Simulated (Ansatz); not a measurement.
Results of PBEsol in Ansatz (PAW) for ZrAl3 (I4/mmm, No. 139).

Settings: plane-wave cutoff 520 eV, 20×20×20 k mesh, Fermi–Dirac smearing 0.05 eV, scalar-relativistic PAW data made under PBE.

Properties against volume:

Shape and atoms are relaxed at each volume.

```
V (Å³/atom)  P (GPa)   c (Å)  a (Å)
-----------  -------  ------  -----
16.369          4.81  16.924  3.934
16.710          2.28  17.051  3.960
17.051          0.00  17.174  3.986
17.392         -2.07  17.299  4.011
17.733         -3.93  17.421  4.036
```

Note: the bulk modulus comes from volumes at which shape and atoms were relaxed.

Ansatz is a first-principles code.
